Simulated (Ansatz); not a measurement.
An Ansatz (an electronic-structure program) input (Kohn–Sham DFT with the r2SCAN functional, run in Ansatz with PAW and 500 eV plane waves, spin-orbit coupling left out):

Ansatz 0.2 input:
```yaml
crystal:
  lattice:
    - [4.339990844, 0, 0]
    - [-2.169995422, 3.7585423231, 0.0687813245]
    - [0, 0.1295278849, 7.0780264986]
  atoms:
    - { symbol: Cd, position: [0.6666666667, 0.3333333333, 0.000559793] }
    - { symbol: Cd, position: [0.3333333333, 0.6666666667, 0.500559793] }
    - { symbol: Se, position: [0.6666666667, 0.3333333333, 0.624640207] }
    - { symbol: Se, position: [0.3333333333, 0.6666666667, 0.124640207] }
basis: { ecutwfc: 500, ecutrho_ratio: 4, xc_grid: 4, fft_grid_basis: typed }
kpoints: { mp_grid: { grid: [9, 9, 5] } }
hamiltonian:
  xc: r2scan
  dispersion: none
  pseudopotentials: { kind: paw }
scf: { occupations: { method: fermi_dirac, width: 0.05 }, convergence: { dr2_threshold: 0.0000000004 } }
relax: { f_tol: 0.005, max_steps: 50 }
output: { forces: true, stress: true }
checkpoint: { write: state.ck, write_every: 1000 }
```

Which symmetry and how many k-points will the program report, and about how many plane waves at Γ?

Space group Cm (ITA 8) with 2 operations, k-points 115 of 405, and 2903 plane waves at Γ.

The cells carry an imposed strain or load. Stability against distortions was not tested. The cell was made from CdSe in the wurtzite structure (space group P6_3mc, No. 186) by this change: tensor shear ε_yz = +1.83 %.
